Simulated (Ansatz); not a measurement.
# Si under a change: Si → Pt

Consider Si in the diamond structure (space group Fd-3m, No. 227; a = 5.434 Å).

Perturbation: full substitution Si → Pt, then cell and atoms are relaxed.

Level of theory: DFT with PBEsol, PAW potentials and a 420 eV plane-wave cutoff in Ansatz (a quantum-chemistry and plane-wave program), no spin-orbit coupling. Γ-centred 14×14×14 mesh, Fermi–Dirac width 0.05 eV, for the changed cell.

```json
{
 "density": "14.08 g/cm³ (base 2.33 g/cm³)",
 "lattice_parameter_a": "5.688 Å (base 5.434 Å)",
 "space_group": "Fd-3m (No. 227) (base Fd-3m (No. 227))",
 "shortest_interatomic_distance": "2.463 Å (base 2.353 Å)",
 "band_gap": "zero (base 0.47 eV)"
}
```

Stability against distortions was not tested. As relaxed here, Pt is a hypothetical phase, not in the database extracts checked. All final runs are without spin polarisation. Pt lies near a magnetic instability that expansion can trigger; it was not tested. Pt has a high density of states at the Fermi level and may be magnetic at this level.
